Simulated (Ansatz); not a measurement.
## GaP, pressure series

Take GaP in the zinc blende structure (space group F-43m, No. 216) as the base.

```cif
data_Ga4P4
_chemical_formula_sum 'Ga4 P4'
_space_group_name_H-M_alt 'F-43m'
_space_group_IT_number 216
_space_group_name_Hall 'F -4 2 3'
_cell_length_a 5.43855
_cell_length_b 5.43855
_cell_length_c 5.43855
_cell_angle_alpha 90.000
_cell_angle_beta 90.000
_cell_angle_gamma 90.000
loop_
_atom_site_label
_atom_site_type_symbol
_atom_site_symmetry_multiplicity
_atom_site_Wyckoff_symbol
_atom_site_fract_x
_atom_site_fract_y
_atom_site_fract_z
_atom_site_occupancy
Ga1 Ga 4 a 0.00000 0.00000 0.00000 1
P1 P 4 d 0.75000 0.75000 0.75000 1
```
(The calculation used a cell of 2 atoms; values per cell refer to that cell.)

Cell and atoms are relaxed at each pressure.

Level of theory: Ansatz (an electronic-structure program) PBEsol, without spin-orbit coupling.

```tsv
change	electron mass	lattice parameter a	smallest direct gap
base	1.2 mₑ along k, 0.23 mₑ across (off the special points)	10.277 bohr	1.80 eV
pressure −2 GPa	1.1 mₑ along k, 0.23 mₑ across (off the special points)	10.363 bohr	1.60 eV
pressure −1 GPa	1.1 mₑ along k, 0.23 mₑ across (off the special points)	10.318 bohr	1.70 eV
pressure 0.9 GPa	1.2 mₑ along k, 0.22 mₑ across (off the special points)	10.242 bohr	1.88 eV
pressure 2.1 GPa	1.2 mₑ along k, 0.22 mₑ across (off the special points)	10.197 bohr	1.99 eV
pressure 4.5 GPa	1.2 mₑ along k, 0.22 mₑ across (off the special points)	10.116 bohr	2.19 eV
pressure 9 GPa	1.3 mₑ along k, 0.22 mₑ across (off the special points)	9.983 bohr	2.53 eV
pressure 15 GPa	1.4 mₑ along k, 0.21 mₑ across (off the special points)	9.835 bohr	2.90 eV
pressure 22.5 GPa	2.0 mₑ along k, 0.21 mₑ across (off the special points)	9.682 bohr	3.30 eV
pressure 30 GPa	2.3 mₑ along k, 0.21 mₑ across (off the special points)	9.554 bohr	3.65 eV
```

Load acts through the strain it causes; cell and atoms are relaxed under it. Effective masses come from finite differences of ±0.01 Å⁻¹. Along k means along the line from Γ to the band edge. Stability against distortions was not tested. Measured, GaP leaves this structure (for a Cmcm phase) near 26 GPa (temperature not stated; as listed in Datta, Sujoy, Jana, Debnarayan, arXiv (2020)).
